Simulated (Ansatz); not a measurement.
Structure of amorphous Si₂₄O₅₃Ta₂ (periodic cell):

```xyz
79
Lattice="10.3342 -0.3678 0.0276 -0.3678 10.9464 0.1559 0.0276 0.1559 10.4502" Properties=species:S:1:pos:R:3 pbc="T T T"
Si     9.7858    10.3066     9.6635
Si     6.2616     0.1875     3.1385
Si     3.2317    10.5754     7.6859
Si     5.7244     9.2415    10.3288
Si     3.0321     4.6644     3.2456
Si     1.3495     0.6974     6.0100
Si     8.3361     8.1348     0.7593
Si     2.2857     5.7343     0.3494
Si     8.5485     4.2695     3.1746
Si     6.5634     3.2173     7.3322
Si     7.6867     0.9689     9.2274
Si     8.7089     9.4801     3.2362
Si     9.4450     4.4602     7.4337
Si     5.7119     9.7786     6.0004
Si     2.6312     2.3931     8.1908
Si     5.8528     3.2478     4.2341
Si     1.7333     0.1661     3.0348
Si     8.5946     7.1884     8.3398
Si     8.6337     9.6368     6.2556
Si     4.1983     4.8626     8.3853
Si     3.5044    10.0237     1.7230
Si     1.5141     1.7254     0.4674
Si     1.9583     9.0287     9.8808
Si     5.6457     7.4020     7.7296
O      7.1837    10.3617     6.3883
O      3.2019     3.8108     7.6104
O     -0.1654    10.5802     2.9610
O      1.9947    10.4695     6.6400
O     10.1555    -0.1760     6.1288
O      4.6459    10.5264     6.9399
O      5.0940     0.1415     1.9671
O      9.5864     6.0549     7.7434
O      8.9130     9.6271     0.4803
O      2.2729     9.9813     0.5976
O      8.4703     4.3035     1.5235
O      6.7390     8.1314     0.6673
O      3.6208     1.0916     8.2721
O      8.2436     2.1142    10.2803
O      5.7956     3.0886     5.8744
O      2.0476     7.4962    10.4433
O      6.2678    10.7771    10.0169
O      2.2456     1.1740     1.8082
O      1.7572     0.9835     4.4519
O      0.2637     2.5580     1.1107
O      6.2434     1.7693     3.6101
O      0.4808     9.4409     9.2348
O      3.0394     5.4641     1.8065
O      0.8453     0.8735     9.8875
O      2.3899     2.7384     9.8097
O      7.4235    10.5327     2.9411
O      5.6727     8.1698     6.2853
O      6.9379     1.7708     8.0002
O      8.8298     8.5550     7.4705
O      0.7995     5.0311     0.3202
O      2.5524     9.9451     3.0950
O      8.8593     7.2950     9.9816
O      9.8259     3.6632     8.7888
O      8.9880     0.1099     8.6147
O      3.0236     9.3079     8.6799
O      7.9393     4.0437     6.9890
O      4.4981     6.2572     7.5867
O      9.5886     5.5038     3.6730
O      4.4406     8.9290     0.9212
O      1.7759     3.5904     3.2871
O      3.4612     5.3251     9.7610
O      5.3557    10.1190     4.4586
O      7.0709     6.6806     8.0660
O      2.2952     5.6725     4.3637
O      5.6308     4.0332     8.4284
O      9.4951     3.0673     3.7696
O      1.5030     1.9682     7.0513
O      0.2062     4.4992     6.2408
O      5.4368     8.4991     8.9103
O      8.6676     8.9316     4.7802
O      8.6784     8.0586     2.3608
O      7.0465     4.2926     3.7883
O      4.4531     3.9335     3.6675
Ta     0.5784     4.6971     4.3964
Ta     9.5592     3.4099     0.2305
```

These are PBE, scalar-relativistic without spin-orbit coupling (plane waves to 420 eV, PAW; Ansatz, a quantum-chemistry and plane-wave program) values and carry that method's errors.

The cell was made by melting and quenching with the CHGNet potential and then relaxed with DFT. O atoms were pushed apart under 1.9 Å during the dynamics, to hinder bonds among them. The hot cell started wider than the set density and was brought back towards it in steps. It is the lowest in DFT energy of 2 quenches. It is a model cell: composition and starting density were chosen by hand, and all elements were melted together. No dispersion term was used. Its density started from a set value of 2.65 and ended at 2.65 g/cm³. Cooling (nominally 400 K/ps over its main leg) ran many orders faster than in experiment, which tends to leave more defects and strain. Values belong to this one cell and scatter from quench to quench. The volume was held where the preparation left it and the shape relaxed, at a PBE pressure of -0.7 GPa (tension). Stress components on the final sampling reach 0.7 GPa.

Cut-offs for bonds: Si-Si 2.60 Å, Si-O 1.90 Å, Si-Ta 2.78 Å, O-O 1.58 Å, O-Ta 2.60 Å, Ta-Ta 3.12 Å. Two cations that share two anions don't count as bonded, nor two that share one unless they lie closer than Si-Si 2.38 Å, Si-Ta 2.71 Å, Ta-Ta 3.04 Å.

Give the coordination numbers, mean bond lengths and angles.


```json
{
 "Mean coordination of Si by anions": "4.00 (24 with 4)",
 "Mean coordination of O": "2.00 (53 with 2)",
 "Mean coordination of Ta by anions": "5.00 (2 with 5)",
 "Mean Si-O bond": "1.642 Å (spread 0.020 Å, 96 counted)",
 "Mean O-Ta bond": "1.947 Å (spread 0.057 Å, 10 counted)",
 "Bond angle at Si": "mean 109.5°, spread 6.9°",
 "Bond angle at O": "mean 137.5°, spread 18.0°",
 "Bond angle at Ta": "mean 106.3°, spread 24.8°"
}
```

List the pairs of like atoms that count as bonded by the rules above.

There are none by these rules.
